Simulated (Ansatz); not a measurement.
Given:

```yaml
crystal:
  lattice:
    - [3.11736, 0.00000, 0.00000]
    - [-1.55868, 2.69972, 0.00000]
    - [0.00000, 0.00000, 4.85107]
  atoms:
    - { symbol: Hf, position: [0.66667, 0.33333, 0.75000] }
    - { symbol: Hf, position: [0.33333, 0.66667, 0.25000] }
```

No spin polarisation.

Method: LDA (Ansatz, a first-principles code; PAW; 420 eV plane waves; no SOC). k-mesh 21×21×12 (Γ-centred); smearing 0.1 eV (Fermi–Dirac).

Task: Predict the stress and space group.

Result: 
- Stress (xx, yy, zz, yz, xz, xy; compression positive): (1.7, 1.7, 4.6, 0.0, 0.0, 0.0) GPa
- Space group: P6_3/mmc (No. 194)

The cells carry an imposed strain or load. No phonon test of stability was made. The final runs are not spin-polarised. The cell was made from Hf in the hcp (Mg type) structure (space group P6_3/mmc, No. 194) by this change: uniaxial strain ε_zz = −2.00 %.
